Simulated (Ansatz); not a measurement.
MoS2 (R3m, No. 160, 3 atoms in the cell; start mp-1434; a measured phase of this formula has another space group), treated with r²SCAN (Ansatz, a first-principles code, plane waves, PAW).

Run with plane-wave cutoff 500 eV, 14×14×14 k mesh, Fermi–Dirac smearing 0.05 eV, no spin polarisation, scalar-relativistic PAW data made under PBE.

Cell (relaxed at this level):

MoS2 has the trigonal space group R3m, hexagonal axes (No. 160), Pearson symbol hR3. Cell: a = 3.1851 Å, b = 3.1851 Å, c = 19.4964 Å, α = 90.00°, β = 90.00°, γ = 120.00°. Mo on 3a sees 6 S at 2.406 Å (trigonal prismatic). S1 on 3a has 3 Mo at 2.407 Å (trigonal pyramidal). S2 on 3a is coordinated by 3 Mo at 2.406 Å (trigonal pyramidal). (Neighbours: up to the widest gap in distance over summed covalent radii, below 1.35, at either atom; cation-cation and far metal-metal contacts left out.)
(The calculation used a cell of 3 atoms; values per cell refer to that cell.)

**Question.** Give the computed band gap.

**Answer.** 
- band gap = 1.22 eV (on the SCF k mesh)

Note: the relaxation could not lower the start's symmetry, so the cell can be a saddle point above a distorted one; the cell has widely spaced layers and the level no dispersion term, so their spacing and the moduli can rest on weak binding.

Spin–orbit coupling is not included.

The computed numbers hold no vibrational or temperature effects.

It cost around 4 core-minutes (rough) of CPU time.

A start named mp-… is a Materials Project structure, which need not be a measured phase.
